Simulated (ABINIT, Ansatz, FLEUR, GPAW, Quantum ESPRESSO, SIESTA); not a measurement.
## One structure in several programs: KZnF₃ (Pm-3m, 5 atoms in the cell)

Self-consistent single point.

```
CELL_PARAMETERS angstrom
      3.99370     0.00000     0.00000
      0.00000     3.99370     0.00000
      0.00000     0.00000     3.99370
ATOMIC_POSITIONS crystal
  K  0.00000 0.00000 0.00000
  Zn 0.50000 0.50000 0.50000
  F  0.50000 0.00000 0.50000
  F  0.00000 0.50000 0.50000
  F  0.50000 0.50000 0.00000
```

Shared settings, as Ansatz (a first-principles code) writes them: kpoints.mp_grid.grid = 6 6 6; scf.occupations.method = fermi_dirac; scf.occupations.width = 0.0007 Ry. Potentials and cutoffs stand in the table.

| code | model | pressure (GPa) | gap on the mesh (eV) | cutoff |
|---|---|---|---|---|
| GPAW | PBE, GPAW PAW datasets PBE (gpaw-data 1.0.1) | – | 3.924 | 900 eV |
| ABINIT | PBE, PAW (JTH v2.0 PBE PAW) | 7.96 | 3.939 | 30 Ha |
| FLEUR | PBE, all-electron FLAPW (FLEUR), scalar-relativistic valence | – | 4.028 | Kmax 4.8 1/bohr |
| Ansatz | PBE, default PAW files | 8.09 | 3.975 | default |
| SIESTA | GGA PBE, numerical atomic orbitals TZP, PseudoDojo PBE standard norm-conserving potentials (rewritten from UPF to PSML) | 5.13 | 4.353 | grid 350 Ry |
| Quantum ESPRESSO | PBE, SSSP 1.1.2 efficiency (PBE) pseudopotentials | 8.64 | 3.970 | 50 Ry |

A dash marks a value that a program does not give, or that is left out as unsure.

Gaps are read on the mesh.

The spread over the programs that give each value: pressure within 3.51 GPa; gap on the mesh within 0.429 eV.

SIESTA uses small atom-centred bases, whose incompleteness enters pressures, forces and empty levels differently from a plane-wave cutoff. FLEUR treats all electrons, but the usual bases taken here (sphere radii, linearisation, local orbitals, empty states) were not tested for convergence, so the values are no reference for the others. Ansatz's pressure is given at a fixed set of plane waves, as the other plane-wave codes print theirs; with its correction for the finite basis it is 8.72 GPa (the shift of 0.63 GPa shows how far the cutoff is from converged). The pressure of GPAW is left out: its cutoff lies under the one at which its stress was checked. In the pressure, SIESTA (by 2.96) lies more than 1 GPa from the median of the plane-wave programs. In the gap, SIESTA (by 0.398) lies more than 0.12 eV from the median of the plane-wave programs.

On the base mesh (4 4 4) the same programs gave: Ansatz pressure 8.08 GPa, gap on the mesh 3.975 eV; Quantum ESPRESSO pressure 8.63 GPa, gap on the mesh 3.970 eV; ABINIT pressure 7.96 GPa, gap on the mesh 3.939 eV; GPAW gap on the mesh 3.925 eV; FLEUR gap on the mesh 4.029 eV; SIESTA pressure 4.95 GPa, gap on the mesh 4.352 eV.

The starting cell has typed, rounded lattice constants, without a prior relaxation at this level. Its lattice was rescaled by a random factor within 2.5 % of one.

Left out of this page: CP2K (on another mesh); Elk (unsound by tests on forces, stress, charge or solver warnings).

Keys are those of Ansatz 0.2.
